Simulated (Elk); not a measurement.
Band structure of Ba (Im-3m, 1 atom in the cell).

```xyz
1
Lattice="-2.5150 2.5150 2.5150 2.5150 -2.5150 2.5150 2.5150 2.5150 -2.5150" Properties=species:S:1:pos:R:3 pbc="T T T"
Ba     0.0000     0.0000     0.0000
```

Method of the run: PBE, all-electron FP-LAPW, Elk's shipped species files, APW+lo basis with extra local orbitals (Elk 10.2.4).

Settings: xctype = 20; rgkmax = 8; stype = 0; swidth = 0.00367493 Ha; ngridk = 12 12 12; gmaxvr = 16 1/bohr; nxlo = 2; lorbcnd = true; lmaxi = 3; maxscl = 100.

The starting cell has typed, rounded lattice constants, without a prior relaxation at this level. Its lattice was rescaled by a random factor within 2.5 % of one. Values depend on the basis (sphere radii, cutoffs, local orbitals), which need not be converged.

Levels in eV from the Fermi level, bands 7 to 13:
| point | 7 | 8 | 9 | 10 | 11 | 12 | 13 |
|---|---|---|---|---|---|---|---|
| Γ | -13.83 | -13.83 | -13.83 | -2.72 | 1.82 | 1.82 | 1.82 |
| H | -14.14 | -14.14 | -14.14 | -0.52 | -0.52 | 4.01 | 4.01 |
| N | -14.28 | -13.98 | -13.84 | -0.87 | 0.69 | 1.23 | 3.17 |
| P | -14.06 | -14.06 | -14.06 | 0.53 | 0.53 | 0.53 | 3.51 |

Bands cross the Fermi level along this path, so the cell is metallic at this level.
